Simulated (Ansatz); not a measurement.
The parent structure is Pd in the fcc (Cu type) structure (space group Fm-3m, No. 225; a = 3.945 Å; relaxed with 0.1 eV smearing).

Level of theory: Kohn–Sham DFT with the PBE functional, run in Ansatz (an electronic-structure program) with PAW and 420 eV plane waves, spin-orbit coupling left out.

Strains are applied to the cell and any free atomic positions relax.

One change was made to it. Results:

| quantity | base | after |
|---|---|---|
| energy relative to the base (free energy F) | 0 meV/atom | +1.8 meV/atom |
| pressure | 0.0 GPa | -2.4 GPa |

Q: Which change produced these results?
A) isotropic strain −2.00 %
B) isotropic strain +0.50 %
C) isotropic strain +2.50 %

A: B, isotropic strain +0.50 %. For comparison, the energy relative to the base in the other runs: isotropic strain −2.00 % gives +31 meV/atom; isotropic strain +2.50 % gives +40 meV/atom.

No phonon test of stability was made. The final runs are not spin-polarised. Pd lies near a magnetic instability that expansion can trigger; it was not tested.
